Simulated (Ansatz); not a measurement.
The reference is Ir in the fcc (Cu type) structure (space group Fm-3m, No. 225; a = 3.845 Å; relaxed with 0.1 eV smearing). Axes: x, y, z lie along the cube axes.

Computed with Ansatz (a quantum-chemistry and plane-wave program) r2SCAN, without spin-orbit coupling.

For the base:

| Quantity | Result |
|---|---|
| Shortest interatomic distance | 271.9 pm |
| Pressure | 0.0 GPa |

Perturbation: tensor shear ε_xy = +0.29 % (engineering shear γ = 0.0058); the atoms relax in the strained cell.

Problem. Predict the new energy relative to the base.

Solution. The energy goes up by 0.4 meV/atom.

Problem. What happens to the shortest interatomic distance?

Solution. The shortest interatomic distance drops by 0.8 pm (271.9 pm → 271.1 pm).

Problem. What does the calculation give for the pressure after the change?

Solution. The pressure (mean of the normal stresses, compression positive) remains 0.0 GPa.

Stability against distortions was not tested. The final runs are not spin-polarised.
